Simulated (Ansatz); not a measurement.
# InP in the zinc blende structure (space group F-43m, No. 216)

```yaml
crystal:
  lattice:
    - [0.00000, 2.97990, 2.97990]
    - [2.97990, 0.00000, 2.97990]
    - [2.97990, 2.97990, 0.00000]
  atoms:
    - { symbol: P, position: [0.75000, 0.75000, 0.75000] }
    - { symbol: In, position: [0.00000, 0.00000, 0.00000] }
```

All numbers come from plane-wave PAW DFT at the PBE level (Ansatz, a first-principles code, 420 eV), no spin-orbit coupling, earlier PAW set. Settings: 10×10×10 k-points, 0.05 eV Fermi–Dirac smearing.

```json
{
 "volume_per_atom": "26.46 Å³",
 "density": "4.57 g/cm³",
 "band_gap": "0.44 eV, direct at Γ",
 "electron_mass": "0.037 mₑ",
 "Hole mass (degenerate bands, along [100])": "0.037, 0.46, 0.46 mₑ",
 "Lowest conduction-band minima above the VBM": "Γ 0.44 eV; L along ⟨111⟩ 1.38 eV; X along ⟨100⟩ 1.85 eV",
 "total_energy": "-3177.038 eV/atom (σ→0; compares only within this code and set-up)"
}
```

Effective masses come from finite differences of ±0.01 Å⁻¹. No phonon test of stability was made.
